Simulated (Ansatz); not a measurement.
The parent structure is MgSe in the rock salt structure (space group Fm-3m, No. 225; a = 5.450 Å). Axes: x, y, z lie along the cube axes.

The change: the cell is compressed by 5.68 % along y with no lateral relaxation; the atoms relax in the strained cell.

Levels (all Ansatz, a quantum-chemistry and plane-wave program, PAW): PBEsol (420 eV, spin-orbit coupling left out); r2SCAN (500 eV, scalar-relativistic without spin-orbit coupling).

The geometry is relaxed with PBEsol.

| Quantity | Result |
|---|---|
| PBEsol smallest direct gap | 2.81 eV |
| PBEsol width of the top valence band | 3.14 eV |
| PBEsol band gap | 1.61 eV |

With r2SCAN at the same geometry, the smallest direct gap goes up by 1.06 eV, from 2.81 eV to 3.87 eV; the width of the top valence band falls by 0.053 eV (3.14 eV → 3.08 eV); the band gap goes up by 0.72 eV, from 1.61 eV to 2.33 eV.

Single points use the geometry relaxed with PBEsol. Whether these cells are dynamically stable was not tested.
